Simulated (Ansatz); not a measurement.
## Response to strain in ZnSe

Base system: ZnSe in the zinc blende structure (space group F-43m, No. 216; a = 5.666 Å).

Strains are applied to the cell and any free atomic positions relax.

The values are results of Ansatz (a program for electronic structure), r2SCAN, PAW, cutoff 500 eV, scalar-relativistic without spin-orbit coupling, not measurements.

```csv
case,band gap,pressure,shortest interatomic distance
base,1.87 eV,-0.01 GPa,2.453 Å
isotropic strain +0.50 %,1.80 eV,-0.95 GPa,2.466 Å
isotropic strain +1.00 %,1.74 eV,-1.83 GPa,2.478 Å
isotropic strain +1.50 %,___,___,2.490 Å
isotropic strain +2.00 %,1.62 eV,-3.41 GPa,2.502 Å
isotropic strain +2.50 %,1.56 eV,-4.11 GPa,2.515 Å
isotropic strain +3.00 %,1.50 eV,-4.76 GPa,2.527 Å
```

Complete the table.


- isotropic strain +1.50 %, band gap: 1.68 eV
- isotropic strain +1.50 %, pressure: -2.65 GPa

Stability against distortions was not tested.
